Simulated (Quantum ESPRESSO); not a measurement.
## Relaxation of cell and atoms of Rh (Fm-3m, 1 atom in the cell) at several settings

```
CELL_PARAMETERS angstrom
     -1.88510     0.00000     1.88510
      0.00000     1.88510     1.88510
     -1.88510     1.88510     0.00000
ATOMIC_POSITIONS crystal
  Rh 0.00000 0.00000 0.00000
```

Base: PBE, SSSP 1.1.2 efficiency (PBE) pseudopotentials in Quantum ESPRESSO 7.5. Its settings: ecutwfc = 60 Ry; occupations = smearing; smearing = gaussian; degauss = 0.0073499 Ry; potentials = {Rh: Rh_ONCV_PBE-1.0.oncvpsp.upf}; K_POINTS = automatic 12 12 12 1 1 1; conv_thr = 1e-10 Ry. Starting volume 13.40 Å³ per atom.

Each line gives the change from the base single point and the result:

- calculation: scf → vc-relax; tprnfor: true → default; tstress: true → default; press: default → -20 kbar: pressure -1.99 GPa; final cell a = b = c = 2.7137 Å, α = β = γ = 60.00°; final volume per atom 14.13 Å³; relaxation steps 3; free energy against the base single point -27.0 meV/atom.
- calculation: scf → vc-relax; tprnfor: true → default; tstress: true → default; vdw_corr: default → grimme-d3; dftd3_version: default → 4; dftd3_threebody: default → false [DFT, PBE-D3(BJ), plane waves, SSSP 1.1.2 efficiency (PBE) pseudopotentials]: pressure 0.00 GPa; final cell a = b = c = 2.6808 Å, α = β = γ = 60.00°; final volume per atom 13.62 Å³; relaxation steps 3.
- calculation: scf → vc-relax; tprnfor: true → default; tstress: true → default; ecutwfc: 60 Ry → 36 Ry: pressure -0.17 GPa; final cell a = b = c = 2.709 Å, α = β = γ = 60.00°; final volume per atom 14.05 Å³; relaxation steps 3; free energy against the base single point -2.1 meV/atom.

The starting cell comes from a database of computed structures (which also holds hypothetical and non-ambient phases and stackings), without a prior relaxation at this level. Its lattice was rescaled by a random factor within 2.5 % of one. Spin polarisation is off.
